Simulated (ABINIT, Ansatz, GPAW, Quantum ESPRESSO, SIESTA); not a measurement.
One structure in several programs: Be (P6_3/mmc, 2 atoms in the cell)

Self-consistent single point.

```xyz
2
Lattice="2.2390 0.0000 0.0000 -1.1195 1.9390 0.0000 0.0000 0.0000 3.5334" Properties=species:S:1:pos:R:3 pbc="T T T"
Be     0.0000     1.2927     2.6500
Be     1.1195     0.6463     0.8833
```

Shared settings, as Ansatz (a program for electronic structure) writes them: kpoints.mp_grid.grid = 8 8 4; scf.occupations.method = fermi_dirac; scf.occupations.width = 0.05 eV. Potentials and cutoffs stand in the table.

| code | model | pressure (GPa) | cutoff |
|---|---|---|---|
| Quantum ESPRESSO | PBE, PseudoDojo standard norm-conserving (PBE) pseudopotentials | 4.98 | 90 Ry |
| GPAW | PBE, GPAW PAW datasets PBE (gpaw-data 1.0.1) | 5.78 | 850 eV |
| Ansatz | PBE, PAW files | 3.89 | 420 eV |
| SIESTA | GGA PBE, numerical atomic orbitals DZP, PseudoDojo PBE standard norm-conserving potentials (rewritten from UPF to PSML) | 5.54 | grid 400 Ry |
| ABINIT | PBE, norm-conserving pseudopotentials (PseudoDojo nc-sr-05 PBE standard) | 4.95 | 88 Ry |

The spread over the programs that give each value: pressure within 1.89 GPa.

SIESTA uses small atom-centred bases, whose incompleteness enters pressures, forces and empty levels differently from a plane-wave cutoff. Ansatz's pressure is given at a fixed set of plane waves, as the other plane-wave codes print theirs; with its correction for the finite basis it is 3.93 GPa. In the pressure, Ansatz (by 1.07) lies more than 1 GPa from the median of the plane-wave programs.

On the base mesh (13 13 8) the same programs gave: Ansatz pressure 3.93 GPa; Quantum ESPRESSO pressure 5.02 GPa; ABINIT pressure 4.98 GPa; GPAW pressure 5.82 GPa; SIESTA pressure 5.53 GPa.

The starting cell comes from a database of computed structures (which also holds hypothetical and non-ambient phases and stackings), without a prior relaxation at this level. Its lattice was rescaled by a random factor within 2.5 % of one.

Left out of this page: CP2K (on another mesh); Elk and FLEUR (not drawn, or without a comparable value).

Keys are those of Ansatz 0.2.
